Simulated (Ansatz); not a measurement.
We consider AlN (Fm-3m, No. 225, 2 atoms in the cell; start mp-1330; high-pressure phase), described by HSE06 (Ansatz, an electronic-structure program, PAW).

Run with plane-wave cutoff 520 eV, 12×12×12 k mesh, scalar-relativistic PAW data made under PBE.

Computed at the level's own relaxed cell.

```
CELL_PARAMETERS angstrom
      0.00000     2.01513     2.01513
      2.01513     0.00000     2.01513
      2.01513     2.01513     0.00000
ATOMIC_POSITIONS crystal
  Al 0.50000 0.50000 0.50000
  N  0.00000 0.00000 0.00000
```

Problem. Give the elastic tensor (Voigt notation, GPa, ions relaxed, in the Cartesian axes of the cell as printed).

Solution. 
```
  478.5   181.6   181.6     0.0     0.0     0.0
  181.6   478.5   181.6     0.0     0.0     0.0
  181.6   181.6   478.5     0.0     0.0     0.0
    0.0     0.0     0.0   334.8     0.0     0.0
    0.0     0.0     0.0     0.0   334.8     0.0
    0.0     0.0     0.0     0.0     0.0   334.8
```

Note: the relaxation could not lower the start's symmetry, so the cell can be a saddle point above a distorted one.

A start named mp-… is a Materials Project structure, which need not be a measured phase.
